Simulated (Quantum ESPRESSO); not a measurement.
Input and output of a self-consistent single point for KHF₂ (I4/mcm, 8 atoms in the cell) (Quantum ESPRESSO).

Level of theory: LDA (PZ), GBRV 1.5 ultrasoft (LDA) pseudopotentials (plane waves; Quantum ESPRESSO).

```
CELL_PARAMETERS angstrom
      2.79946    -2.79946     3.35283
      2.79946     2.79946     3.35283
     -2.79946    -2.79946     3.35283
ATOMIC_POSITIONS crystal
  K  0.00000 0.75000 0.75000
  K  0.00000 0.25000 0.25000
  H  0.50000 0.00000 0.50000
  H  0.50000 0.50000 0.00000
  F  0.78812 0.85594 0.35594
  F  0.21188 0.14406 0.64406
  F  0.50000 0.64406 0.85594
  F  0.50000 0.35594 0.14406
```

Reference input (self-consistent single point, DFT, LDA (PZ), plane waves, GBRV 1.5 ultrasoft (LDA) pseudopotentials): ecutwfc = 40 Ry; ecutrho = 200 Ry; occupations = smearing; smearing = fd; degauss = 0.0036749 Ry; potentials = {K: k_lda_v1.4.uspp.F.UPF, H: h_lda_v1.4.uspp.F.UPF, F: f_lda_v1.4.uspp.F.UPF}; K_POINTS = automatic 7 7 7 0 0 0; conv_thr = 1e-09 Ry. This run's input differs from it in these lines:

```diff
@@ -37,3 +37,3 @@
 K_POINTS automatic
-7 7 7  0 0 0
+3 3 3  0 0 0
```

Output, abridged:

```
     Self-consistent Calculation

     iteration #  1     ecut=    40.00 Ry     beta= 0.70

     Threshold (ethr) on eigenvalues was too large:
     Diagonalizing with lowered threshold

     total energy              =    -311.10697348 Ry
     estimated scf accuracy    <       0.20243231 Ry

     iteration #  2     ecut=    40.00 Ry     beta= 0.70

     total energy              =    -311.15994196 Ry
     estimated scf accuracy    <       0.10350363 Ry

     iteration #  3     ecut=    40.00 Ry     beta= 0.70

     total energy              =    -311.18235896 Ry
     estimated scf accuracy    <       0.00179464 Ry

   [... 4 blocks of this kind left out ...]

     iteration #  8     ecut=    40.00 Ry     beta= 0.70

     total energy              =    -311.18341393 Ry
     estimated scf accuracy    <       0.00000001 Ry

     iteration #  9     ecut=    40.00 Ry     beta= 0.70
     End of self-consistent calculation

     the Fermi energy is     2.5646 ev

!    total energy              =    -311.18341393 Ry
     estimated scf accuracy    <          3.1E-10 Ry
     smearing contrib. (-TS)   =       0.00000000 Ry
     internal energy E=F+TS    =    -311.18341393 Ry

     convergence has been achieved in   9 iterations

     Forces acting on atoms (cartesian axes, Ry/au):

     atom    1 type  1   force =    -0.00000000    0.00000000    0.00000000
     atom    2 type  1   force =    -0.00000000    0.00000000    0.00000000
     atom    3 type  2   force =    -0.00000000    0.00000000    0.00000000
     atom    4 type  2   force =     0.00000000   -0.00000000    0.00000000
     atom    5 type  3   force =     0.00545295   -0.00545295    0.00000000
   [... lines left out ...]

     Total force =     0.015423     Total SCF correction =     0.000034

          total   stress  (Ry/bohr**3)                   (kbar)     P=      -32.33
  -0.00020920  -0.00000000   0.00000000          -30.77       -0.00        0.00
  -0.00000000  -0.00020920  -0.00000000           -0.00      -30.77       -0.00
   0.00000000   0.00000000  -0.00024083            0.00        0.00      -35.43

   JOB DONE.
```

The run converged in 9 iterations. Against the reference run the free energy hardly moves (within 1 meV/atom), the pressure hardly changes (-3.24 to -3.23 GPa), the largest force stays at 0.198 eV/Å and the gap on the mesh goes from 6.876 to 6.888 eV.

The starting cell comes from a database of computed structures (which also holds hypothetical and non-ambient phases and stackings), without a prior relaxation at this level. With a pressure of about -3 GPa the cell is away from its equilibrium volume at this level.
